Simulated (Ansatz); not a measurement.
The cell is built on a prototype and need not be the phase stable at ambient conditions.

By r2SCAN, the system below comes out a metal.

Without scattering a metal conducts by its projected Fermi surface.

Given:

```xyz
4
Lattice="4.3764 0.0000 0.0000 0.0000 4.3764 0.0000 2.1882 -2.1882 3.0946" Properties=species:S:1:pos:R:3 pbc="T T T"
Si     0.0000     0.0000     0.0000
W      2.1882     2.1882     0.0000
W      4.3764     2.1882     1.5473
W      2.1882     0.0000     1.5473
```

Space group of this cell: Fm-3m. The cell was relaxed by PBE-D3(BJ); by r2SCAN its mean pressure is 2.4 GPa.

The current flows along the normal of the first two printed cell vectors. No spin-orbit coupling; the value is a mean over 0.1 eV about the Fermi level.

Question: Compute, with r2SCAN in Ansatz (a first-principles code), the ballistic conductance per area.

Answer: 0.83 × 10¹⁵ S/m² for both spins.
